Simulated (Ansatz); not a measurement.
L1₂ (Cu3Au-type) Al₃Sc was calculated with RPBE (Ansatz, a first-principles code, PAW).

Run with plane-wave cutoff 520 eV, 14×14×14 k mesh, Fermi–Dirac smearing 0.05 eV, scalar-relativistic PAW data made under PBE.

Energies at three volumes about the minimum:

| V (Å³/atom) | E − E_lowest (meV/atom) |
|---|---|
| 17.360 | 1.90 |
| 17.714 | 0.00 |
| 18.068 | 1.75 |

Task: Fit a parabola by hand: where is the minimum, what lattice constant follows, and what is the bulk modulus?

Result: Slopes: (0.00 − 1.90)/(17.714 − 17.360) = -5.367 and (1.75 − 0.00)/(18.068 − 17.714) = 4.944 meV/Å³. Curvature E″ = 2 × (4.944 − (-5.367))/(18.068 − 17.360) = 29.127 meV/Å⁶. From the middle of the first interval, the slope vanishes at V0 = 17.5370 − (-5.367)/29.127 = 17.721 Å³/atom. B = V0 E″ = 17.721 × 29.127 meV/Å³ × 0.1602 GPa per meV/Å³ = 82.7 GPa. With 4 atoms in the cube, a = (4 × 17.721)^(1/3) = 4.139 Å. The full Birch–Murnaghan fit to all volumes gives V0 = 17.715 Å³/atom and B0 = 82.4 GPa.

Measured, for comparison: bulk modulus 91.5 ± 1 GPa (298 K, not corrected to a static lattice, polycrystal; as tabulated in A Combined Experimental and First-Principles Based Assessment of …); lattice constant a 4.103 Å (room temperature, not corrected to a static lattice; as tabulated in A Combined Experimental and First-Principles Based Assessment of …). Computed (rounded) less measured: bulk modulus -10 %.
